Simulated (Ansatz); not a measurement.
# Response to strain in SrTiO3

The reference is SrTiO₃ in the cubic perovskite structure (space group Pm-3m, No. 221).

```xyz
5
Lattice="3.8542 0.0000 0.0000 0.0000 3.8542 0.0000 0.0000 0.0000 3.8542" Properties=species:S:1:pos:R:3 pbc="T T T"
Sr     0.0000     0.0000     0.0000
Ti     1.9271     1.9271     1.9271
O      1.9271     0.0000     1.9271
O      0.0000     1.9271     1.9271
O      1.9271     1.9271     0.0000
```

Strains are applied to the cell and any free atomic positions relax.

Level of theory: Ansatz (a quantum-chemistry and plane-wave program), LDA, PAW, cutoff 420 eV, no SOC.

Notes on the quantities. energy relative to the base: free energy F.

```json
[
 {"isotropic strain (%)": "0", "energy relative to the base (meV/atom)": "0.0"},
 {"isotropic strain (%)": "0.6", "energy relative to the base (meV/atom)": "?"},
 {"isotropic strain (%)": "1.2", "energy relative to the base (meV/atom)": "9.0"},
 {"isotropic strain (%)": "1.8", "energy relative to the base (meV/atom)": "19.8"},
 {"isotropic strain (%)": "2.4", "energy relative to the base (meV/atom)": "34.5"},
 {"isotropic strain (%)": "3", "energy relative to the base (meV/atom)": "52.9"}
]
```

**Question.** Fit ΔE = Aε² + Bε³ (ε in %) to the rows shown and predict the withheld row.

**Answer.** Least squares on the printed values gives A = 6.46 and B = -0.20 meV/atom (largest residual 0.0 meV/atom); this predicts 2.3 meV/atom, and the run gives 2.3 meV/atom, in agreement.

Stability against distortions was not tested. The final runs are not spin-polarised. Many cubic perovskites are stable only at high temperature; tilts and polar distortions were not tested.
